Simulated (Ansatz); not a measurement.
Base system: MoS2 (space group P6_3/mmc, No. 194; layered, stacked along the Cartesian z axis).

MoS2 has the hexagonal space group P6₃/mmc (No. 194), Pearson symbol hP6. Lattice parameters: a = b = 3.109 Å, c = 11.709 Å, α = β = 90.00°, γ = 120.00°. Mo on 2d sees 6 S at 2.380 Å (trigonal prismatic). S on 4f has 3 Mo at 2.380 Å (trigonal pyramidal). (Neighbours: up to the widest gap in distance over summed covalent radii, below 1.35, at either atom; cation-cation and far metal-metal contacts left out.)

Computed with PBEsol-D3(BJ) (Ansatz, a program for electronic structure; PAW; 420 eV plane waves; without spin-orbit coupling).

| level | band gap | lattice parameter a | lattice parameter c |
|---|---|---|---|
| PBEsol-D3(BJ) | 0.52 eV | 3.109 Å | 11.709 Å |

Task: From these computed values, estimate the measured ones, and say how each level misses.

Result: Measured: band gap 1.23 eV (room temperature; as listed in Carlos M. O. Bastos et al., Physical Review Materials (2019)); lattice parameter a 3.16 Å (room temperature; as listed in arXiv:1605.07067); lattice parameter c 12.294 Å (room temperature; as listed in arXiv:1605.07067). Computed minus measured — band gap: PBEsol-D3(BJ) -0.71 eV; lattice parameter a: PBEsol-D3(BJ) -1.6 %; lattice parameter c: PBEsol-D3(BJ) -4.8 %. Measured values not marked as corrected hold thermal and zero-point effects that the static-lattice runs lack. A measured gap can be an optical one, lowered by exciton binding. Levels without spin-orbit coupling miss its effect on the gap.

Whether these cells are dynamically stable was not tested.
